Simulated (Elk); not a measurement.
Troubleshooting Elk: a failed run on WC (P-6m2, 2 atoms in the cell). The aim is a self-consistent single point with DFT, LDA (PW92), all-electron FP-LAPW, Elk's shipped species files, APW+lo basis with extra local orbitals.

Cell that was meant: a = 2.9017 Å, b = 2.9017 Å, c = 2.8250 Å, α = 90.00°, β = 90.00°, γ = 120.00°.

Part of the input:

```
ngridk
  12 12 11

vkloff
  1.0 1.0 1.0
```

Log, with long lists cut:

```
│ Elk code version 10.2.4 started │

Error(readinput): vkloff components should be in [0,1) :    1.000000000       1.000000000       1.000000000
```

**Question.** Read the log: what does the program object to, and what is the fix?

**Answer.** The fault is a mesh shift typed as a flag of 1. The shift is counted in steps of the mesh here, so half a step is 0.5; the flag 1 belongs to another code's convention. To fix it, type 0.5 for half a step, or no shift. The program stopped before any SCF iteration.

The sound input it was made from differs as follows (other fixes are possible):
```diff
-vkloff
-  1.0 1.0 1.0
-
```

With that input, the run converged in 17 iterations: total energy -440676.5959 eV; Fermi level (on the code's own zero) 15.18 eV (DFT, LDA (PW92), all-electron FP-LAPW, Elk's shipped species files, APW+lo basis with extra local orbitals).

On the sound input: the starting cell comes from a database of computed structures (which also holds hypothetical and non-ambient phases and stackings), without a prior relaxation at this level. Its lattice was rescaled by a random factor within 2.5 % of one. Spin polarisation is off. Values depend on the basis (sphere radii, cutoffs, local orbitals), which need not be converged.
